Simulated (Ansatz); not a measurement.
## CdSe, response to strain

The parent structure is CdSe in the wurtzite structure (space group P6_3mc, No. 186; a = 4.383 Å, c = 7.154 Å).

Strains are applied to the cell and any free atomic positions relax.

The values are results of PBE (Ansatz, an electronic-structure program), without spin-orbit coupling, not measurements.

Notes on the quantities. energy relative to the base: free energy F.

| change | electron mass | band gap | energy relative to the base |
|---|---|---|---|
| base | – | 0.54 eV | 0 meV/atom |
| isotropic strain +0.60 % | ? | ? | ? |
| isotropic strain +1.20 % | 0.051 mₑ (at Γ) | 0.47 eV | +5.1 meV/atom |
| isotropic strain +1.80 % | 0.048 mₑ (at Γ) | 0.43 eV | +11 meV/atom |
| isotropic strain +2.40 % | 0.045 mₑ (at Γ) | 0.39 eV | +20 meV/atom |
| isotropic strain +3.00 % | 0.042 mₑ (at Γ) | 0.35 eV | +30 meV/atom |

Task: Complete the table.

Result: 
- isotropic strain +0.60 %, electron mass: 0.054 mₑ (at Γ)
- isotropic strain +0.60 %, band gap: 0.50 eV
- isotropic strain +0.60 %, energy relative to the base: +1.3 meV/atom

Effective masses come from finite differences of ±0.01 Å⁻¹. Stability against distortions was not tested.
